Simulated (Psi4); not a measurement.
Psi4 1.11, PBE0/def2-svp: Sc(Br)(OMe)2 (C[O][Sc]([Br])[O]C), 12 atoms. The geometry is a generated start, not checked to be a minimum at this level.

| Item | Value |
|---|---|
| task | energy |
| method | pbe0 |
| basis | def2-svp |
| memory | 3 GB |
| maxiter | 100 |
| keys of the molecule block | symmetry c1 |
| scf_type | df (default) |
| guess | auto, which took SAD (default) |
| scf_initial_accelerator | adiis (default) |
| e_convergence | 1e-06 (default) |
| d_convergence | 1e-06 (default) |
| dft_radial_points | 75 (default) |
| dft_spherical_points | 302 (default) |
| basis functions | 149 |
| grid points | 259466 |

```xyz
12

Sc     0.6203     0.7722     0.5840
Br     1.9941     2.3507     1.8169
O     -0.6852     1.4500    -0.4265
C     -1.7695     1.6551    -1.2883
H     -1.9651     2.7336    -1.3743
H     -1.5475     1.2568    -2.2875
H     -2.6711     1.1617    -0.8999
O      1.0784    -0.9368     0.8047
C      1.2066    -2.3280     0.7715
H      1.2351    -2.6904    -0.2656
H      2.1395    -2.6196     1.2729
H      0.3644    -2.8053     1.2921
```

Charge 0 and multiplicity 1 are set for this test and not shown to be the ground state.

One run each on 2 threads. Values of diis_max_vecs tried: 3, 6, 10 (default), 20.

### Question
Which value of diis_max_vecs needs the fewest SCF iterations, and what happens away from it?

### Answer
Fewest SCF iterations, within one of each other: 6 with 10, 10 (default) with 10, 20 with 10. The count rises to 17 at 3. All converge to one solution.

| diis_max_vecs | SCF iterations | end |
|---|---|---|
| 3 | 17 | same solution |
| 6 | 10 | same solution |
| 10 (default) | 10 | same solution |
| 20 | 10 | same solution |
